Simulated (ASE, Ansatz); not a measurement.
composition TiSi, cell Ti24Si24, first heated far above this temperature, then brought to it, at a temperature that wasn't checked against the liquidus, so perhaps supercooled [in the CHGNet run: it was liquid; mean temperature 1994 K (target 2000 K); density 3.71 g/cm³, volume +6 % from the start cell's; mean pressure -1.0 GPa against a target of 0], 2000 K. 6 frames were taken from MD with the machine-learned potential CHGNet 0.3.0 (ASE) and computed both with PBE (Ansatz, a quantum-chemistry and plane-wave program) and with the machine-learned potential CHGNet 0.3.0.

| Property | Value |
|---|---|
| plane-wave cutoff | 420 eV |
| k-points | one point, (1/4, 1/4, 1/4) |
| Fermi-Dirac width | 0.172 eV |
| spin | not polarised; no spin-orbit coupling |

The cell was prepared with CHGNet: 80 FIRE steps from the random lattice; melt: 800 steps of 1.5 fs, 3145 K, NVT (Langevin); cool: 300 steps of 1.5 fs, 3145 to 2127 K, NVT (Langevin); cool: 400 steps of 2.0 fs, 2127 to 2000 K, Langevin with a Berendsen-type barostat every 10 steps; settle: 800 steps of 2.0 fs, 2000 K, Langevin with a Berendsen-type barostat every 10 steps; hold: 300 steps, 2000 K, NVT (Langevin) at the mean cell. The atoms began on random sites, so units and networks may differ from a laboratory melt's. Atoms moved only 3.9 Å² (mean square) in the hot stage, so mixing may be incomplete. On the run's last frame a denser k-mesh moved the forces by 0.051 eV/Å rms, the static pressure by 0.06 GPa and the free energy by 0 meV/atom, which is about how far such values are converged.

### Question
Estimate the errors of the potential against DFT for these frames.

### Answer

```
Property                                                 Result
--------------------------------------  -----------------------
rms force component in DFT                            1.01 eV/Å
rms force difference, CHGNet less DFT                0.380 eV/Å
relative force difference                                  38 %
slope of CHGNet against DFT forces                         1.20
rms difference of relative energies               16.0 meV/atom
spread of DFT energies over the frames            27.6 meV/atom
static pressure, CHGNet less DFT                      -1.68 GPa
force difference by element             Si 0.366, Ti 0.395 eV/Å
```
Forces are off by 38 % of their rms size. The potential was trained on another code's PBE and PBE+U relaxation paths of database crystals (MPtrj), so part of the difference is that of settings: a denser k-mesh moves the DFT forces of one frame by 0.051 eV/Å rms and its pressure by 0.06 GPa.
